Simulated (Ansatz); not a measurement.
System: B (model structure, from the C4 type, I4₁32, No. 214). Method: G0W0@PBEsol (hard PAW, contour deformation; Ansatz, a program for electronic structure).

The same calculation (at the PBEsol cell, 12.430 Å³/atom) with different numerical settings; throughout: k mesh 2×2×2:

| run | response cutoff (eV) | empty bands | quasiparticle gap on the mesh (eV) | quasiparticle gap at Γ (eV) | rough time |
|---|---|---|---|---|---|
| 1 | 100 | 207 | 3.858 | 4.198 | 5 core-s |
| 2 | 150 | 381 | 3.889 | 4.251 | 20 core-s |
| 3 | 200 | 587 | 3.909 | 4.284 | 20 core-s |
| 4 | 250 | 820 | 3.917 | 4.298 | 70 core-s |
| 5 | 300 | 1078 | 3.922 | 4.307 | 100 core-s |
| 6 | 400 | 1659 | 3.927 | 4.315 | 5 core-min |

In the column quasiparticle gap at Γ (eV) the first row differs from the last by -0.117 and the next to last by -0.008.

The last row is no converged limit: other settings stay fixed.

A model structure was made by putting elements into a prototype or built by hand; it is no filed structure, need not be a known phase, and can be a saddle point held by its symmetry.
